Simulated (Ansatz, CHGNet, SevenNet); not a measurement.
**GeS (model structure, started from the NiAs type, P6₃/mmc, No. 194, 4 atoms in the cell): properties by level of theory**

| level (code) | lattice parameter a (Å) | lattice parameter c (Å) |
|---|---|---|
| CHGNet 0.3.0 | 3.802 | 6.634 |
| SevenNet-0 | 3.795 | 6.496 |
| SevenNet-l3i5 | 3.809 | 6.647 |
| LDA (Ansatz) | 3.625 | 6.660 |
| PBE (Ansatz) | 3.771 | 6.716 |
| PBEsol (Ansatz) | 3.664 | 6.690 |

Ansatz's density-functional and Hartree–Fock values are scalar-relativistic unless marked +SOC, with PAW data made under PBE.

Computed values are for the static lattice.

A model structure was made by putting elements into a prototype or built by hand; it is no filed structure, need not be a known phase, and can be a saddle point held by its symmetry.

Ansatz is a program for electronic structure.
